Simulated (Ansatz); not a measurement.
We consider antifluorite K₂S, described by G0W0@PBEsol+SOC (Ansatz, a program for electronic structure, plane waves, hard PAW, contour deformation, complete-basis limit, spin–orbit shift from PBEsol).

Settings: largest k mesh 8×8×8 (not extrapolated in the mesh).

The cell has the measured lattice: a = b = c = 7.3910 Å, α = β = γ = 90.00°.

Task: What does this level give for the band gap?

Result: 
- band gap = 3.98 eV

Note: spin–orbit coupling enters as the shift of the gap found with a semilocal functional; cell and atoms aren't relaxed at this level.

Cost on a shared machine: about 5 core-hours (a rough figure).
